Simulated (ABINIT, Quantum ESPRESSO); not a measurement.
A Quantum ESPRESSO input for a self-consistent single point of B2Pt3 (Cm, 5 atoms in the cell) (DFT, PBEsol, plane waves, PSlibrary ultrasoft (PBE) pseudopotentials):

```fortran
&CONTROL
 calculation = 'scf',
 prefix = 'pwscf',
 outdir = './work',
 pseudo_dir = './',
 tprnfor = .true.,
 tstress = .true.,
/
&SYSTEM
 ibrav = 0,
 nat = 5,
 ntyp = 2,
 ecutwfc = 50,
 ecutrho = 500,
 occupations = 'smearing',
 smearing = 'fd',
 degauss = 0.0073499,
 input_dft = 'pbesol',
/
&ELECTRONS
 conv_thr = 1e-10,
 mixing_beta = 0.3,
/
ATOMIC_SPECIES
B     10.8100  B.pbe-n-rrkjus_psl.1.0.0.UPF
Pt   195.0840  Pt.pbe-n-rrkjus_psl.1.0.0.UPF
ATOMIC_POSITIONS {alat}
B    -0.00625167    0.00000000    1.55309686
B    -0.00229010    0.00000000    0.65096231
Pt    0.57441573    0.00000000    0.32281604
Pt    1.14592385    0.00000000    1.92183663
Pt    1.15315178    0.00000000    1.07938195
K_POINTS {automatic}
9 9 4  0 0 0
CELL_PARAMETERS {angstrom}
   2.74018000    -1.58474000     0.00000000
   2.74018000     1.58474000     0.00000000
  -0.03277900     0.00000000     7.36789700
```

**Question.** Write the same calculation as an input for ABINIT.

**Answer.** One input that does it (others would too):

```
# B2Pt3, JTH v2.0 PBE PAW
pp_dirpath "./"
pseudos "B.GGA_PBE-JTH.xml, Pt.GGA_PBE-JTH.xml"
acell 3*1.0 Angstrom
rprim
         2.7401800000   -1.5847400000    0.0000000000
         2.7401800000    1.5847400000    0.0000000000
        -0.0327790000    0.0000000000    7.3678970000
natom 5
ntypat 2
znucl 5 78
typat 1 1 2 2 2
xred
         0.0003800000    0.0003800000    0.6672500000
         0.0003500000    0.0003500000    0.2796700000
         0.3326100000    0.3326100000    0.1386900000
         0.6668200000    0.6668200000    0.8256700000
         0.6688300000    0.6688300000    0.4637300000
ecut 42 Ry
pawecutdg 84 Ry
pawovlp -1
pawxcdev 0
ixc -116133
occopt 3
tsmear 0.00367493
nband 24
kptopt 1
ngkpt 9 9 4
nshiftk 1
shiftk 0 0 0
nstep 60
tolvrs 1.0e-11
prtwf 0
prtden 0
prtvol 1
enunit 1
```

Basis settings and potentials, where a program has them, do not carry over. This input uses DFT, PBEsol, plane waves, PAW (JTH v2.0 PBE PAW, files made for PBE).

The starting cell comes from a database of computed structures (which also holds hypothetical and non-ambient phases and stackings), without a prior relaxation at this level.
